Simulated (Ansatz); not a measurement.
Consider LiCl in the rock salt structure (space group Fm-3m, No. 225; a = 5.112 Å). Axes: x, y, z lie along the cube axes.

Structures relaxed with Ansatz (a first-principles code) r2SCAN, no SOC.

Base:

Simulated powder pattern, Mo Kα, λ = 0.71073 Å (kinematic, ideal powder, no thermal factors, no anomalous dispersion; the 14 strongest lines at most, above 2 %, up to 2θ = 40°):

```
2θ (°)  I/Imax (%)    hkl
------  ----------  -----
13.83          100  (111)
15.98           87  (200)
22.68           59  (220)
26.66           37  (311)
27.87           20  (222)
32.29          9.5  (400)
35.28           15  (331)
36.22           26  (420)
39.82           19  (422)
```

After one change:

Simulated powder pattern, Mo Kα, λ = 0.71073 Å (kinematic, ideal powder, no thermal factors, no anomalous dispersion; the 14 strongest lines at most, above 2 %, up to 2θ = 40°):

```tsv
2θ (°)	I/Imax (%)
13.71	100
15.12	33
16.19	54
22.23	41
22.98	18
25.55	14
26.85	24
27.62	20
34.62	11
34.73	9.7
36.22	8.5
36.71	8.1
38.54	6.9
39.91	12
```

### Question
What was done to the base?
A. uniaxial strain ε_xx = −0.80 %
B. uniaxial stress, 2 GPa tension along x
C. uniaxial strain ε_zz = −2.49 %
D. uniaxial stress, 8 GPa compression along z

### Answer
B, uniaxial stress, 2 GPa tension along x. Its volume per atom is 17.20 Å³ against 16.70 Å³, and its space group is I4/mmm (No. 139).

Beyond what the load breaks, stability against distortions was not tested.
